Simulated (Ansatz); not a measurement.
Start from BN (space group P6_3/mmc, No. 194; layered, stacked along the Cartesian z axis).

```
CELL_PARAMETERS angstrom
      2.50046     0.00000     0.00000
     -1.25023     2.16546     0.00000
      0.00000     0.00000     6.41169
ATOMIC_POSITIONS crystal
  B  0.66667 0.33333 0.25000
  B  0.33333 0.66667 0.75000
  N  0.33333 0.66667 0.25000
  N  0.66667 0.33333 0.75000
```

Method: PBEsol-D3(BJ) in Ansatz (plane waves to 420 eV, PAW, no SOC).

Strains are applied to the cell and any free atomic positions relax.

One change was made to it. Results:

| quantity | base | after |
|---|---|---|
| smallest direct gap | 4.49 eV | 4.56 eV |
| pressure (mean of the normal stresses, compression positive) | 0.0 kbar | 153.2 kbar |
| energy relative to the base (free energy F) | 0 meV/atom | +21 meV/atom |

### Question
Name the change that was made.
A) isotropic strain −3.00 %
B) isotropic strain −0.60 %
C) isotropic strain −1.80 %
D) isotropic strain −1.20 %
E) isotropic strain −2.40 %

### Answer
C, isotropic strain −1.80 %. For comparison, the energy relative to the base in the other runs: isotropic strain −1.20 % gives +9.2 meV/atom; isotropic strain −2.40 % gives +38 meV/atom; isotropic strain −0.60 % gives +2.3 meV/atom; isotropic strain −3.00 % gives +61 meV/atom.

Whether these cells are dynamically stable was not tested.

Ansatz is a program for electronic structure.
